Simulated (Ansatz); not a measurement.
Start from BN in the zinc blende structure (space group F-43m, No. 216; a = 3.606 Å). Axes: x, y, z lie along the cube axes.

Level of theory: PBEsol in Ansatz (plane waves to 420 eV, PAW, scalar-relativistic without spin-orbit coupling).

A first run, uniaxial strain ε_zz = −0.90 %, gives secant values C11 ≈ 800 GPa and C12 ≈ 190 GPa from its stress. A second run applies uniaxial stress, 3 GPa compression along x.

### Question
What does linear elasticity predict for Young's modulus in the second run, and what does the run give?

### Answer
Linear elasticity: (C11 − C12)(C11 + 2 C12)/(C11 + C12) = 730 GPa. The run gives 720 GPa; any difference comes from nonlinear terms at these strains and numerical noise.

Stability under load was not tested beyond the relaxation.

Ansatz is a program for electronic structure.
